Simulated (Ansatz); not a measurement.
Worked example: self-consistent single point of YMgNi₄ (R3m, 6 atoms in the cell) in Ansatz (a first-principles code).

Method: PBEsol, default PAW files made with PBE (plane waves; Ansatz).

The change in words: lattice scaled by 0.98; basis.ecutwfc: 420 eV → 630 eV. Reference geometry:
```xyz
6
Lattice="0.0000 3.4817 3.4817 3.4817 0.0000 3.4817 3.4817 3.4817 0.0000" Properties=species:S:1:pos:R:3 pbc="T T T"
Y      0.0289     0.0289     0.0289
Mg     1.7408     1.7408     1.7408
Ni     4.3413     4.3413     4.3413
Ni     4.3413     2.6220     2.6220
Ni     2.6220     2.6220     4.3413
Ni     2.6220     4.3413     2.6220
```
Moments meant for the start (each program seeds them in its own way; μB, in the order of the atoms Y Mg Ni Ni Ni Ni): 0.0 0.0 2.0 2.0 2.0 2.0.

Reference input (self-consistent single point, DFT, PBEsol, plane waves, default PAW files made with PBE): basis.ecutwfc = 420 eV; kpoints.mp_grid.grid = 4 4 4; hamiltonian.xc = pbesol; hamiltonian.pseudopotentials = {kind: paw} (the program's default PAW files); magnetization.spin_polarized = true; scf.occupations.method = fermi_dirac; scf.occupations.width = 0.1 eV. This run's input differs from it in these lines:

Ansatz 0.2 input:
```diff
@@ -3,5 +3,5 @@
   lattice:
-    - [0.000000, 3.481654, 3.481654]
-    - [3.481654, 0.000000, 3.481654]
-    - [3.481654, 3.481654, 0.000000]
+    - [0.000000, 3.412021, 3.412021]
+    - [3.412021, 0.000000, 3.412021]
+    - [3.412021, 3.412021, 0.000000]
   atoms:
@@ -14,3 +14,3 @@
 basis:
-  ecutwfc: 420.0 eV
+  ecutwfc: 630.0 eV
 kpoints:
```

Output (repeated stretches shortened):

```
SCF iter   1: F=—  HF=-28932.632360 eV  |F-HF|=—  |Δ(HF+E_count)|=         —  Δρ=2.39e-1 (↑2.39e-1 ↓5.96e-2)  dr2=2.14e1  dr2_m=1.48e1  M=2.113 μB ∫|m|=2.528 μB  β_m=0.30  ethr=3.10e-3  ⟨swp⟩=5.3  Hψ=6462  notcnv=0  defer=13
Mixer restart at iter 1: flushing history
all-band conjugate gradients solve this SCF's bands
preconditioner: auto → Kerker (q_TF=auto, 2.801 Å⁻¹)
   [... lines left out ...]
SCF iter  15: F=—  HF=-28929.471300 eV  |F-HF|=—  |Δ(HF+E_count)|=   9.28e-9  Δρ=7.58e-6 (↑7.56e-6 ↓7.58e-6)  dr2=1.45e-7  dr2_m=1.29e-12  M=-0.000 μB ∫|m|=0.000 μB  β_m=0.76  ethr=3.58e-11  ⟨swp⟩=2.0  Hψ=2494  notcnv=0  defer=131
SCF iter  16: F=-28929.471300 eV  HF=-28929.471300 eV  |F-HF|=5.22e-9  |Δ(HF+E_count)|=   8.96e-9  Δρ=1.46e-6 (↑1.42e-6 ↓1.46e-6)  dr2=5.76e-9  dr2_m=5.36e-12  M=-0.000 μB ∫|m|=0.000 μB  ethr=3.58e-11  ⟨swp⟩=9.1  Hψ=7362  notcnv=0
SCF 1 converged in 16 iterations: F = -28929.471300 eV  dr2 = 5.76e-9
WARN: the starting moments were not kept: the SCF closed with an absolute magnetisation of 6.6e-6 μB, where they sum to 8 μB in size (4 sites) …
Magnetization: -0.0000 μB (46.5000 up, 46.5000 down)
   [... lines left out ...]
Absolute magnetization: 0.0000 μB (∫|ρ↑−ρ↓|, with the PAW one-centre terms)
Free energy (F): -28929.471300 eV
Fermi energy:    15.541098 eV
   [... lines left out ...]
  atom   6  Ni    -0.02740092     0.16188945    -0.02740092
--- Stress (GPa, compression-positive) ---
        5.433440       0.225826       0.225826
        0.225826       5.433440       0.225826
        0.225826       0.225826       5.433440
  P = ⅓ Tr σ = 5.4334 GPa (54.334 kbar)
  The stress holds the Pulay correction. Without it, at fixed plane waves, as pw.x and ABINIT print it: P = 5.4174 GPa
```

The run converged in 16 iterations. Against the reference run the free energy rises by 3.4 meV/atom, the pressure goes from -3.18 to 5.43 GPa and the largest force goes from 0.441 to 0.513 eV/Å.

The starting cell comes from a database of computed structures (which also holds hypothetical and non-ambient phases and stackings), without a prior relaxation at this level. Its lattice was rescaled by up to half a per cent. One atom was moved a little off its site on purpose. For this run, on top of that: lattice scaled by 0.98. The starting moments vanished: the run ended non-magnetic, which need not be the lowest state. The program warned that a starting moment was not kept. Ansatz's pressure includes its estimate of the finite-basis (Pulay) stress.

Cost on one core of a shared machine: roughly 40 s.
